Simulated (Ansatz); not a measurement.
The reference is SnS₂ in the 2H-MoS2 type structure (space group P6_3/mmc, No. 194; a = 3.589 Å, c = 11.889 Å; a hypothetical phase, not in the database extracts checked; layered, stacked along the Cartesian z axis). Axes: x lies along a and z along c of the hexagonal cell.

The values are results of plane-wave PAW DFT at the PBE-D3(BJ) level (Ansatz, an electronic-structure program, 420 eV), without spin-orbit coupling, not measurements.

Strains are applied to the cell and any free atomic positions relax; under biaxial strain the out-of-plane vector relaxes too.

One change was made to it. Results:

The shortest interatomic distance shrinks by 0.020 Å (2.626 Å → 2.606 Å); the pressure (mean of the normal stresses, compression positive) goes from zero to 1.5 GPa.

### Question
Which of these changes matches the shifts?
A. biaxial strain +0.15 %, plane normal [001], relaxed out of plane
B. uniaxial strain ε_zz = −2.20 %
C. uniaxial strain ε_xx = −2.11 %

### Answer
C, uniaxial strain ε_xx = −2.11 %. For comparison, the pressure in the other runs: uniaxial strain ε_zz = −2.20 % gives 0.5 GPa; biaxial strain +0.15 %, plane normal [001], relaxed out of plane gives -0.2 GPa.

Stability against distortions was not tested. All final runs are without spin polarisation.
